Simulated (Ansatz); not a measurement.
Input:

```
Si
1.0
    0.00000     2.72212     2.72212
    2.72212     0.00000     2.72212
    2.72212     2.72212     0.00000
Si
2
Direct
  0.00000   0.00000   0.00000
  0.25000   0.25000   0.25000
```

Computed with r2SCAN, finite-displacement electron-phonon coupling, linearised Boltzmann equation (plane waves, PAW, scalar-relativistic; Ansatz, a program for electronic structure). How the cell was made: relaxed with this functional, without spin-orbit coupling.

Q: Predict the intrinsic electron mobility at 300 K.

A: 1480 cm²/(V·s).

Scattering by harmonic phonons alone: no impurities, screening or carrier-carrier scattering, bands fixed at 0 K. From a coarser fine mesh the values given move by up to 6 %. The mesh was bound by memory.
